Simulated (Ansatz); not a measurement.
The parent structure is Ru in the hcp (Mg type) structure (space group P6_3/mmc, No. 194; a = 2.7218 Å, c = 4.2939 Å; relaxed with 0.1 eV smearing). Axes: x lies along a and z along c of the hexagonal cell.

(Cell as relaxed with PBE.)

Levels (all Ansatz, a quantum-chemistry and plane-wave program, PAW, earlier PAW set): PBE (420 eV, spin-orbit coupling left out); r2SCAN (500 eV, no spin-orbit coupling).

Each level relaxes its own structure.

| base | PBE | r2SCAN |
|---|---|---|
| volume per atom | 13.77 Å³ | 13.52 Å³ |
| lattice parameter a | 2.722 Å | 2.706 Å |
| band gap | zero | zero |

One thing is altered: biaxial strain −0.36 %, plane normal [001], relaxed out of plane (Cartesian); in-plane vectors clamped, the third vector and the atoms free.

```json
[
 {"quantity": "out-of-plane strain", "PBE": "+0.19 %", "r2SCAN": "…"},
 {"quantity": "shortest interatomic distance", "PBE": "2.661 Å", "r2SCAN": "…"},
 {"quantity": "mean in-plane stress (compression positive)", "PBE": "+2.4 GPa", "r2SCAN": "…"}
]
```

Given the PBE results, estimate those of r2SCAN.


- out-of-plane strain, r2SCAN: +0.20 %
- shortest interatomic distance, r2SCAN: 2.644 Å
- mean in-plane stress (compression positive), r2SCAN: +2.6 GPa

PBE's shortest interatomic distance lies 0.017 Å above r2SCAN's (0.6 %); PBE's in-plane stress lies 0.2 GPa below r2SCAN's. Neither level is exact; r2SCAN is the comparison here, not a measurement.

No phonon test of stability was made. All final runs are without spin polarisation.
